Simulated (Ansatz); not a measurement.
## Point defect Yb on the Al site (Yb_Al) in wurtzite AlN

Method: PBE, PAW (plane waves to 420 eV; Ansatz, a first-principles code). A supercell of 96 sites (3×2×2 repeats of a cell of 8 atoms) was used; the energies come from a 2×2×2 shifted sampling of its zone. Site at the start: the Al site. Finite-size correction: monopole term and site-potential alignment. Dielectric constants: PBE linear response of the host. Host gap at this level: 4.03 eV. Finite-size and sampling errors can reach tenths of an eV here. PBE underestimates the host's gap, which shifts levels and can delocalise carriers. Spin–orbit coupling is left out, and no Hubbard U is applied to the open shells. Each state is the lowest found from its start.

Charges with a result: +1, 0, −1. Others weren't obtained, and one of them could lie lower, also by skipping a charge.

```tsv
charge	moment (μB)	largest move off a lattice site (Å)	image correction with alignment (eV)
+1†	not spin-polarised	0.28	0.48
0	1.0	0.27	0.00
−1	not spin-polarised	0.31	-0.06
```

† Not settled in this cell, so no level is given: charge +1: a level filled in part, carriers not clearly localised, level within 0.1 eV of a band edge or past it.

Transition levels above the valence-band maximum: ε(0/−1) = 2.23 eV. With a charge missing or unsettled, these needn't be thermodynamic levels.

Flagged in the runs: a host whose relaxation on this sampling wasn't shown to rest, a strain field that reaches the edge of the cell.
